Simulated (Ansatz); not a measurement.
Reference: BeNi (Pm-3m), PBEsol, DFPT electron-phonon coupling, linearised Boltzmann equation (plane waves, PAW, scalar-relativistic; Ansatz, an electronic-structure program); geometry: relaxed with this functional, without spin-orbit coupling.

```cif
data_BeNi
_chemical_formula_sum 'Be1 Ni1'
_space_group_name_H-M_alt 'Pm-3m'
_space_group_IT_number 221
_space_group_name_Hall '-P 4 2 3'
_cell_length_a 2.58327
_cell_length_b 2.58327
_cell_length_c 2.58327
_cell_angle_alpha 90.000
_cell_angle_beta 90.000
_cell_angle_gamma 90.000
loop_
_atom_site_label
_atom_site_type_symbol
_atom_site_symmetry_multiplicity
_atom_site_Wyckoff_symbol
_atom_site_fract_x
_atom_site_fract_y
_atom_site_fract_z
_atom_site_occupancy
Be1 Be 1 a 0.00000 0.00000 0.00000 1
Ni1 Ni 1 b 0.50000 0.50000 0.50000 1
```

- resistivity at 300 K: 6.6 μΩ·cm
- mean free path at 300 K: 15.9 nm

Problem. Replace Be by Ga on the same sites and relax. What happens?

Solution. NiGa (Pm-3m): volume per atom 8.6 to 11.9 Å³; resistivity at 300 K rises (6.6 μΩ·cm to 11.5 μΩ·cm); mean free path at 300 K falls (15.9 nm to 8.6 nm).

Moves up to 15 % count as about the same. Metals; harmonic phonons alone scatter; means over directions. The mean free path is weighted by the current that each state carries. Halving the electron mesh moves these values by up to 10 %; q meshes are mostly untested. Spin-orbit coupling is left out.

Formula and space group known from diffraction (Crystallography Open Database), not checked to be the room-temperature form: NiGa (Pm-3m). Computed structure with no diffraction record at hand here (it may be known, metastable or hypothetical): BeNi (Pm-3m). Treated as nonmagnetic (a ferromagnetic start lost its moment, other orders weren't tried): BeNi (Pm-3m), NiGa (Pm-3m).
